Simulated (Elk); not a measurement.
A self-consistent single point of GaFe₃ (Pm-3m, 4 atoms in the cell) with Elk

Method: Elk with LDA (PW92), all-electron FP-LAPW, Elk's shipped species files, APW+lo basis with extra local orbitals.

This input was run:

```
tasks
  0

spinpol
  .true.

reducebf
  0.5

tforce
  .true.

rgkmax
  7.5

gmaxvr
  18.0

lmaxapw
  10

lmaxo
  8

nxlo
  2

lorbcnd
  .true.

lradstp
  2

nrmtscf
  2.0

rmtscf
  0.95

lmaxi
  4

nempty
  8

stype
  0

swidth
  0.00999582

maxscl
  100

avec
    6.8748803332    0.0000000000    0.0000000000
    0.0000000000    6.8748803332    0.0000000000
    0.0000000000    0.0000000000    6.8748803332

atoms
  2
  'Ga.in'
  1
  0.0000000000  0.0000000000  0.0000000000    0.0 0.0 0.0
  'Fe.in'
  3
  0.0000000000  0.5000000000  0.5000000000    0.0 0.0 -2.0
  0.5000000000  0.0000000000  0.5000000000    0.0 0.0 -2.0
  0.5000000000  0.5000000000  0.0000000000    0.0 0.0 -2.0

ngridk
  6 6 6
```

Log, with long lists cut:

```
│ Elk code version 10.2.4 │

All units are atomic (Hartree, Bohr, etc.)

│ Ground-state run starting from atomic densities │

Lattice vectors :
   6.874880333       0.000000000       0.000000000
   0.000000000       6.874880333       0.000000000
   0.000000000       0.000000000       6.874880333

Unit cell volume      :    324.9342038
Brillouin zone volume :   0.7633859734

Muffin-tin inner radius fraction :   0.1000000000E-01

Nuclei treated as point charges

Species :    1 (Ga)
 parameters loaded from : Ga.in
 name : gallium
 nuclear charge    :   -31.00000000
 electronic charge :    31.00000000
 atomic mass :    127097.2538
 muffin-tin radius :    2.280000000
 number of radial points in muffin-tin :    999
 atomic positions (lattice), magnetic fields (Cartesian) :
   1 :   0.00000000  0.00000000  0.00000000    0.00000000  0.00000000  0.00000000

Species :    2 (Fe)
 parameters loaded from : Fe.in
 name : iron
 nuclear charge    :   -26.00000000
 electronic charge :    26.00000000
 atomic mass :    101799.2074
 muffin-tin radius :    2.280000000
 number of radial points in muffin-tin :    999
 atomic positions (lattice), magnetic fields (Cartesian) :
   1 :   0.00000000  0.50000000  0.50000000    0.00000000  0.00000000 -2.00000000
   2 :   0.50000000  0.00000000  0.50000000    0.00000000  0.00000000 -2.00000000
   3 :   0.50000000  0.50000000  0.00000000    0.00000000  0.00000000 -2.00000000

Total number of atoms per unit cell :    4

Spin treatment :
 spin-polarised
 global magnetic field (Cartesian) :    0.000000000       0.000000000       0.000000000
 collinear magnetisation in z-direction

Number of Bravais lattice symmetries :   48
Number of crystal symmetries         :   48
Crystal has inversion symmetry
Real symmetric eigensolver will be used

k-point grid :      6     6     6
k-point offset :    0.000000000       0.000000000       0.000000000
k-point set is reduced with full crystal symmetry group
   [... lines left out ...]
 potential will be trimmed for |G| > 2 gkmax
Constant for pseudocharge density :   10
Radial integration step length :    2

G-vector grid sizes :     40    40    40
Number of G-vectors :    31919

Maximum angular momentum used for
 APW functions                      :   10
 outer part of muffin-tin           :    8
 inner part of muffin-tin           :    4

Total nuclear charge    :   -109.0000000
Total core charge       :    48.00000000
Total valence charge    :    61.00000000
Total excess charge     :    0.000000000
Total electronic charge :    109.0000000

Effective Wigner radius, rₛ :   0.8928121819

Number of empty states         :   32
Total number of valence states :  126
Total number of core states    :   48

Conduction state local-orbitals added automatically
Total number of local-orbitals :  456

Exchange-correlation functional :      3     0     0
 Perdew-Wang/Ceperley-Alder, Phys. Rev. B 45, 13244 (1992)
 gradient requirement :    0
 local density approximation (LDA)

Smearing type :    0
 Gaussian
Smearing width :   0.9995820000E-02
Effective electronic temperature (K) :    3156.430308

Mixing type :    3
 Broyden mixing, J. Phys. A: Math. Gen. 17, L317 (1984)

Kohn-Sham potential initialised from atomic data
│ Self-consistent loop started │
│ Loop number : 1 │
 total energy                :     -5757.30986774
 total moment                :    7.147865147
│ Loop number : 2 │
 total energy                :     -5757.40719877
 total moment                :    7.148405339
RMS change in Kohn-Sham potential (target) :   0.4048120237     (  0.1000000000E-05)
Absolute change in total energy (target)   :   0.9733103880E-01 (  0.1000000000E-03)
│ Loop number : 3 │
 total energy                :     -5757.74064959
 total moment                :    7.014397720
RMS change in Kohn-Sham potential (target) :   0.3932796953     (  0.1000000000E-05)
Absolute change in total energy (target)   :   0.3577835775     (  0.1000000000E-03)
│ Loop number : 4 │
 total energy                :     -5751.70613569
 total moment                :    1.423086434
RMS change in Kohn-Sham potential (target) :   0.2715657081     (  0.1000000000E-05)
Absolute change in total energy (target)   :    5.945068003     (  0.1000000000E-03)
│ Loop number : 5 │
 total energy                :     -5756.18819538
   [... lines left out ...]
 total moment                :   -6.685914749
RMS change in Kohn-Sham potential (target) :   0.1171041241E-04 (  0.1000000000E-05)
Absolute change in total energy (target)   :   0.5182994363E-02 (  0.1000000000E-03)
│ Loop number : 17 │
 total energy                :     -5753.08992384
 total moment                :   -6.685733905
RMS change in Kohn-Sham potential (target) :   0.5811204093E-05 (  0.1000000000E-05)
Absolute change in total energy (target)   :   0.1586653032E-02 (  0.1000000000E-03)
│ Loop number : 18 │
 total energy                :     -5753.08935789
 total moment                :   -6.685711573
RMS change in Kohn-Sham potential (target) :   0.1235546176E-05 (  0.1000000000E-05)
Absolute change in total energy (target)   :   0.1692838623E-03 (  0.1000000000E-03)
│ Loop number : 19 │
 total energy                :     -5753.08935402
 total moment                :   -6.685854753
RMS change in Kohn-Sham potential (target) :   0.8325181865E-06 (  0.1000000000E-05)
Absolute change in total energy (target)   :   0.4618905496E-04 (  0.1000000000E-03)
Convergence targets achieved

│ Loop number : 20 │

Energies :
 Fermi                       :     0.333998540504
 sum of eigenvalues          :     -3312.91798597
 electron kinetic            :      5840.29842506
 core electron kinetic       :      5283.11318036
 Coulomb                     :     -11359.4406596
 Coulomb potential           :     -8843.49471948
 nuclear-nuclear             :     -779.894023101
 electron-nuclear            :     -12315.5985535
 Hartree                     :      1736.05191701
 Madelung                    :     -6937.69329985
 xc potential                :     -309.432456352
 xc effective B-field        :    -0.289235721447
 external B-field            :      0.00000000000
 exchange                    :     -224.495491814
 correlation                 :     -9.45160744970
 total energy                :     -5753.08933379
 (external B-field energy excluded from total)

Density of states at Fermi energy :    71.81939766
 (states/Hartree/unit cell)

Estimated indirect band gap :   0.8754472396E-03
 from k-point      7 to k-point      3
Estimated direct band gap   :   0.4062642995E-02
 at k-point      8

Charges :
 core                        :    48.00000000
 valence                     :    61.00000000
 interstitial                :    4.780729513
 muffin-tins (core leakage)
  species :    1 (Ga)
   atom    1                 :    29.65626528     (  0.1484009281E-02)
  species :    2 (Fe)
   atom    1                 :    24.85433507     (  0.1383781978E-11)
   atom    2                 :    24.85433507     (  0.1383781978E-11)
   atom    3                 :    24.85433507     (  0.1383781978E-11)
 total in muffin-tins        :    104.2192705
 total calculated charge     :    108.9982451
 total charge                :    109.0000000
 error                       :   0.1754904061E-02

Moments :
 interstitial                :  -0.4211028644E-02
 muffin-tins
  species :    1 (Ga)
   atom    1                 :   0.8767432975E-01
  species :    2 (Fe)
   atom    1                 :   -2.256463152
   atom    2                 :   -2.256463152
   atom    3                 :   -2.256463152
 total in muffin-tins        :   -6.681715126
 total moment                :   -6.685926154

│ Self-consistent loop stopped │

Forces :
 species :    1 (Ga)
  atom :    1
   Hellmann-Feynman          :    -0.00000000    0.00000000    0.00000000
   IBS                       :     0.00000000    0.00000000    0.00000000
   total force               :     0.00000000    0.00000000    0.00000000
   total magnitude           :     0.00000000
 species :    2 (Fe)
  atom :    1
   Hellmann-Feynman          :     0.00000000    0.00000000    0.00000000
   IBS                       :    -0.00000000   -0.00000000    0.00000000
   total force               :     0.00000000   -0.00000000    0.00000000
   total magnitude           :     0.00000000
  atom :    2
   Hellmann-Feynman          :    -0.00000000    0.00000000    0.00000000
   IBS                       :     0.00000000    0.00000000    0.00000000
   total force               :    -0.00000000    0.00000000    0.00000000
   total magnitude           :     0.00000000
  atom :    3
   Hellmann-Feynman          :     0.00000000    0.00000000    0.00000000
   IBS                       :    -0.00000000    0.00000000    0.00000000
   total force               :    -0.00000000    0.00000000    0.00000000
   total magnitude           :     0.00000000
```

The run converged in 20 iterations. The count includes the last loop, which Elk runs after its targets are met.

The starting cell comes from a database of computed structures (which also holds hypothetical and non-ambient phases and stackings), without a prior relaxation at this level. The magnetic order is the one reached from the typed start; others were not searched systematically. Values depend on the basis (sphere radii, cutoffs, local orbitals), which need not be converged. The log's line on a gap gives a spacing of levels on this mesh, which the program prints for metals too.

Cost on one core of a shared machine: roughly 2 min.
